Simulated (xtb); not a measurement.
xtb 6.7.1, GFN2-xTB: Fc1ccsc1-c1cc2cc3sccc3cc2s1, 25 atoms. The geometry is a generated start, not checked to be a minimum at this level.

* **run flags**: --grad
* **method**: GFN2-xTB
* **--acc**: 1 (default)
* **--etemp (K)**: 300 (default)
* **basis functions**: 97
* **valence electrons**: 88

```xyz
25

F     -3.9202     0.9225     0.4162
C     -3.9640    -0.3182    -0.0937
C     -5.1970    -0.9651    -0.3482
C     -5.0012    -2.2229    -0.8673
S     -3.3404    -2.5928    -1.0351
C     -2.8433    -1.0612    -0.4098
C     -1.4516    -0.6750    -0.2640
C     -0.9694     0.5260     0.2254
C      0.4630     0.6154     0.2487
C      1.3134     1.6519     0.6671
C      2.7031     1.5193     0.5995
S      3.8923     2.6748     1.0636
C      5.1744     1.6393     0.6257
C      4.7195     0.4374     0.1356
C      3.2871     0.3512     0.1136
C      2.4346    -0.6839    -0.3041
C      1.0451    -0.5494    -0.2358
S     -0.1429    -1.6976    -0.6969
H     -6.1704    -0.5316    -0.1607
H     -5.7512    -2.9461    -1.1578
H     -1.6091     1.3323     0.5631
H      0.8803     2.5735     1.0502
H      6.2001     1.9593     0.7477
H      5.3814    -0.3532    -0.1958
H      2.8666    -1.6060    -0.6874
```

One run each on 1 thread. Values of broydamp tried: 0.02, 0.05, 0.1, 0.2, 0.4 (default), 0.6, 0.8, 1.

**Question.** Predict the course of the SCC iterations along this series.

**Answer.** Fewest SCC iterations, within one of each other: 0.2 with 13, 0.4 (default) with 13, 0.6 with 14, 0.8 with 14. The count rises to 20 at 0.02. All converge to one solution.

```csv
broydamp,SCC iterations,end
0.02,20,same solution
0.05,18,same solution
0.1,16,same solution
0.2,13,same solution
0.4 (default),13,same solution
0.6,14,same solution
0.8,14,same solution
1,15,same solution
```
